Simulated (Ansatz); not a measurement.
Structures of equal composition on the (000-1) surface of wurtzite ZnO (O plane on top): 2x2 Si adatom at H3; 2x2 Si adatom at T4. The slabs share one bottom face, and each structure is named by its start. These are constructed structures in small cells; real faces may alloy, dewet or reconstruct in larger ones, and not all known structures of the face are among them. Slabs of about 14 Å with all that they carry, Fermi-Dirac smearing of 0.025 eV. Bottom of the slabs: H caps. Relaxed from the named starts with such symmetry as they have, on meshes of like density; energies extrapolated to zero smearing; no spin-orbit coupling, no U. Spin-polarised runs, if any, are marked in brackets, and their order is one that fits the cell; the others ran without spin. Where a second, spin-polarised start was run, the lower counts.

Host crystal: wurtzite ZnO, with a band gap (PBE, scalar-relativistic without spin-orbit coupling).

These are r2SCAN, at the PBE geometry (plane waves to 500 eV, PAW; Ansatz, a first-principles code) values and carry that method's errors.

Problem. Rank these by energy per 1x1 cell (lowest first), as r2SCAN, at the PBE geometry gives it.

Solution. 2x2 Si adatom at H3 (0.000 eV, gap 0.79 eV on the mesh), 2x2 Si adatom at T4 (0.106 eV, gap 0.95 eV on the mesh)
